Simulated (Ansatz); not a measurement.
# Effect of Ti → Co on TiSi2

Take TiSi2 (space group Fddd, No. 70; a = 4.779 Å, b = 8.230 Å, c = 8.521 Å) as the base.

It is then changed as follows: Co takes the place of Ti on all its sites; the structure is relaxed again.

Calculations: r2SCAN, PAW, 500 eV (Ansatz, a program for electronic structure; no spin-orbit coupling). k-mesh 12×12×12 (Γ-centred); smearing 0.05 eV (Fermi–Dirac), for the changed cell.

The volume per atom shrinks by 2.35 Å³ (13.96 Å³ → 11.61 Å³) and the space group stays Fddd (No. 70). The shortest interatomic distance drops by 0.107 Å, from 2.519 Å to 2.412 Å and the band gap remains zero.

Final structure:

```yaml
crystal:
  lattice:
    - [0.00000, 3.72896, 4.51124]
    - [2.07055, 0.00000, 4.51124]
    - [2.07055, 3.72896, 0.00000]
  atoms:
    - { symbol: Si, position: [0.66701, 0.33299, 0.66701] }
    - { symbol: Si, position: [0.33299, 0.66701, 0.33299] }
    - { symbol: Si, position: [0.58299, 0.91701, 0.58299] }
    - { symbol: Si, position: [0.91701, 0.58299, 0.91701] }
    - { symbol: Co, position: [0.00000, 0.00000, 0.00000] }
    - { symbol: Co, position: [0.25000, 0.25000, 0.25000] }
```

Whether these cells are dynamically stable was not tested. As relaxed here, CoSi2 is a hypothetical phase, not in the database extracts checked. Starting moments died away, wholly or in part, for Ti → Co; another magnetic solution may exist. The final runs are not spin-polarised.
